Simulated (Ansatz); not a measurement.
## Hypothetical rock salt SbP, pressure series

Take SbP in the rock salt structure (space group Fm-3m, No. 225; a = 5.6007 Å; a hypothetical phase, not in the database extracts checked) as the base.

Cell and atoms are relaxed at each pressure.

Level of theory: r2SCAN (Ansatz, a first-principles code; PAW; 500 eV plane waves; no SOC).

Notes on the quantities. enthalpy: H = E + PV relative to the base's energy.

```tsv
change	enthalpy	lattice parameter a
base	–	5.601 Å
pressure −2 GPa	-0.28 eV/atom	5.651 Å
pressure −1 GPa	-0.14 eV/atom	5.625 Å
pressure 0.3 GPa	+0.04 eV/atom	5.594 Å
pressure 0.7 GPa	+0.10 eV/atom	5.585 Å
pressure 1.5 GPa	+0.20 eV/atom	5.567 Å
pressure 3 GPa	+0.40 eV/atom	5.535 Å
pressure 5 GPa	+0.67 eV/atom	5.496 Å
pressure 7.5 GPa	+0.99 eV/atom	5.452 Å
pressure 10 GPa	+1.30 eV/atom	5.413 Å
```

Load acts through the strain it causes; cell and atoms are relaxed under it. No phonon test of stability was made. No other phases were tried under pressure. The final runs are not spin-polarised.
